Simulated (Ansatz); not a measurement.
## TiC: response to strain

Start from TiC in the rock salt structure (space group Fm-3m, No. 225; a = 4.328 Å; relaxed with 0.1 eV smearing). Axes: x, y, z lie along the cube axes.

Strains are applied to the cell and any free atomic positions relax.

Calculations: Ansatz (an electronic-structure program), r2SCAN, PAW, cutoff 500 eV, spin-orbit coupling left out.

Candidates:
(a) strain tensor (xx, yy, zz, yz, xz, xy) = (−0.65, −1.70, +1.31, −1.73, +0.68, +0.34) %
(b) isotropic strain −0.80 %
(c) strain tensor (xx, yy, zz, yz, xz, xy) = (−1.50, −0.19, +0.27, +0.28, −0.88, +1.38) %
(d) uniaxial strain ε_zz = −2.78 %

Notes on the quantities. energy relative to the base: free energy F.

**Question.** Order them by energy relative to the base, highest first.

**Answer.** (a) strain tensor (xx, yy, zz, yz, xz, xy) = (−0.65, −1.70, +1.31, −1.73, +0.68, +0.34) % (+15 meV/atom), (d) uniaxial strain ε_zz = −2.78 % (+14 meV/atom), (c) strain tensor (xx, yy, zz, yz, xz, xy) = (−1.50, −0.19, +0.27, +0.28, −0.88, +1.38) % (+11 meV/atom), (b) isotropic strain −0.80 % (+4.9 meV/atom)

No phonon test of stability was made. All final runs are without spin polarisation.
